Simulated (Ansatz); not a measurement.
# CsPbBr3: band gap against strain

CsPbBr3 (cubic perovskite, Pm-3m, 43.260 Å³/atom at rest, cube axes along x, y and z) under an equal strain ε along all three axes. PBE in Ansatz, a plane-wave DFT program (PAW, default set), 420 eV, 6×6×6 Γ-centred mesh, Fermi-Dirac smearing 0.05 eV; ions are relaxed within the symmetry of each cell. Gaps are the smallest over the k-mesh and a band path, without spin-orbit coupling; in all rows the valence edge lies at about 0.9 Å⁻¹ from Γ and the conduction edge at about 0.9 Å⁻¹ from Γ.

Here s stands for strain and Eg for gap.

```
strain (%)  gap (eV)
----------  --------
-1.20           1.65
-0.60           1.72
0.00            1.78
0.60            1.84
1.20            1.89
3.00               ?
```

Fit Eg of the 5 rows that show it with a straight line. Means: s 0, Eg 1.776. About the means, the sum of products is 0.36000 and the sum of squares of s is 3.6000; the slope is their ratio. Least squares gives Eg = 1.776 + 0.1000·s. Residuals (row less fit): -0.006, 0.004, 0.004, 0.004, -0.006; standard error 0.006 (degrees of freedom: 3). Over these rows the gap moves by 10 ± 0.3 eV per unit strain, or 3.3 eV per unit of ln V.

Problem. Predict the withheld Eg at s = 3.00 from the fit, and compare with the calculation.

Solution. Eg = 1.776 + 0.1000 × 3.0 = 2.076 eV. The calculation gives 2.03 eV, 0.046 eV below the prediction (12.1 % of the range of Eg in the table). The row lies outside the fitted rows, so this is an extrapolation. From the scatter of the fitted rows alone, a prediction at this place has a standard error of 0.012 eV, so the miss is 3.8 times that.

One order more, fitted to all 11 runs of the series, follows each within 0.01, so the miss is the next term of a smooth law. The primitive cell can neither tilt nor turn polar against its symmetry, as such crystals can under strain. CsPbBr3 is here the ideal cubic form; the compound distorts at low or room temperature. Spin-orbit coupling is left out, which can shift this property for CsPbBr3. Rows are the converged runs of the series near zero and its far end; series whose fitted rows scatter by over a few per cent of the range, as at a crossing or softening among them, aren't shown in this form. Most that stay on the fit to the last digits aren't either.
